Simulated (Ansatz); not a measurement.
Start from AlN in the wurtzite structure (space group P6_3mc, No. 186; a = 3.114 Å, c = 4.983 Å).

Structures relaxed with Ansatz (an electronic-structure program) PBEsol, no spin-orbit coupling.

Base:

Simulated powder pattern, Cu Kα1, λ = 1.54056 Å (kinematic, ideal powder, no thermal factors, no anomalous dispersion; the 8 strongest lines at most, above 2 %, up to 2θ = 90°):

| 2θ (°) | I/Imax (%) | hkl |
|---|---|---|
| 33.19 | 100 | (100) |
| 36.02 | 62 | (002) |
| 37.90 | 94 | (101) |
| 49.78 | 34 | (102) |
| 59.31 | 61 | (110) |
| 66.00 | 54 | (103) |
| 71.38 | 43 | (112) |
| 72.57 | 15 | (201) |

After one change:

Simulated powder pattern, Cu Kα1, λ = 1.54056 Å (kinematic, ideal powder, no thermal factors, no anomalous dispersion; the 8 strongest lines at most, above 2 %, up to 2θ = 90°):

```json
[
 {"2θ (°)": "33.63", "I/Imax (%)": "100"},
 {"2θ (°)": "36.61", "I/Imax (%)": "62"},
 {"2θ (°)": "38.44", "I/Imax (%)": "93"},
 {"2θ (°)": "50.56", "I/Imax (%)": "34"},
 {"2θ (°)": "60.15", "I/Imax (%)": "61"},
 {"2θ (°)": "67.13", "I/Imax (%)": "53"},
 {"2θ (°)": "72.51", "I/Imax (%)": "42"},
 {"2θ (°)": "73.68", "I/Imax (%)": "15"}
]
```

What was done to the base?
A) pressure 30 GPa
B) pressure 0.9 GPa
C) pressure 9 GPa
D) pressure −2 GPa

C, pressure 9 GPa. Its volume per atom is 10.04 Å³ against 10.46 Å³, and its space group is P6_3mc (No. 186).

Load acts through the strain it causes; cell and atoms are relaxed under it. Stability against distortions was not tested. Measured, AlN leaves this structure (for rock salt) near 14 GPa (temperature not stated; as listed in Datta, Sujoy, Jana, Debnarayan, arXiv (2020)), on rising pressure, with hysteresis.
